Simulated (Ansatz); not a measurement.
We consider BaCd2As2 (P-3m1, No. 164, 5 atoms in the cell; start mp-8281), described by PBE0 in Ansatz (plane waves, PAW).

Numerical settings: plane-wave cutoff 460 eV, 6×6×4 k mesh (along the axes of the cell as run), Fermi–Dirac smearing 0.01 eV, scalar-relativistic PAW data made under PBE.

Cell (relaxed with PBEsol):

Space group P-3m1 (No. 164); a = 4.497 Å, b = 4.497 Å, c = 7.601 Å, α = 90.00°, β = 90.00°, γ = 120.00°

| atom | site | symmetry | x | y | z |
|---|---|---|---|---|---|
| Ba | 1a | -3m. | 0.0000 | 0.0000 | 0.0000 |
| Cd | 2d | 3m. | 0.6667 | 0.3333 | 0.3702 |
| As | 2d | 3m. | 0.3333 | 0.6667 | 0.2614 |

Predict the band gap.


* **band gap**: 1.63 eV (on the SCF k mesh)

Note: cell and atoms aren't relaxed at this level (pressure 2.0 GPa).

Spin–orbit coupling is not included.

Cost on a shared machine: very roughly 6 core-minutes.

A start named mp-… is a Materials Project structure, which need not be a measured phase.

Ansatz is a program for electronic structure.
